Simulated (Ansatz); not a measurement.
C under load (space group I4_1/amd): band-edge transport data

Given:

```
CELL_PARAMETERS angstrom
      0.00000     1.79044     1.68492
      1.79044     0.00000     1.68492
      1.79044     1.79044     0.00000
ATOMIC_POSITIONS crystal
  C  0.00000 0.00000 0.00000
  C  0.25000 0.25000 0.25000
```

Method: r2SCAN, rigid bands (plane waves, PAW, scalar-relativistic; Ansatz, a program for electronic structure). Condition of this run: uniaxial stress along [001] of 55 GPa (compression positive) (the target of the relaxation). How the cell was made: cell and atoms relaxed with PBEsol, then loaded as said.

```json
{
 "band_gap": "2.81 eV",
 "electron conductivity mass (300 K, dilute)": "0.28 (x), 0.28 (y), 1.41 (z) mₑ",
 "hole conductivity mass (300 K, dilute)": "0.25 (x), 0.25 (y), 0.59 (z) mₑ",
 "effective density of states N_c (300 K)": "1.7e19 cm⁻³",
 "effective density of states N_v (300 K)": "4.8e18 cm⁻³",
 "density_of_states_mass_electrons": "0.78 mₑ",
 "density_of_states_mass_holes": "0.33 mₑ",
 "Seebeck coefficient, n-type 1e19 cm⁻³, 300 K": "-263 μV/K",
 "best n-type power factor at 300 K for τ = 10 fs (best axis; densities from 1e16 to 1e21 cm⁻³ tried, whether or not they can be reached)": "9.5 μW/(cm·K²) at 1e20 cm⁻³",
 "Seebeck coefficient, p-type 1e19 cm⁻³, 300 K": "164 μV/K",
 "best p-type power factor at 300 K for τ = 10 fs (best axis; densities from 1e16 to 1e21 cm⁻³ tried, whether or not they can be reached)": "3.0 μW/(cm·K²) at 1e19 cm⁻³"
}
```

Rigid bands; masses and Seebeck coefficients take one relaxation time τ for all states and one kind of carrier; polarons and phonon drag are left out. Spin-orbit coupling is left out. Geometry: cell and atoms relaxed with PBEsol.
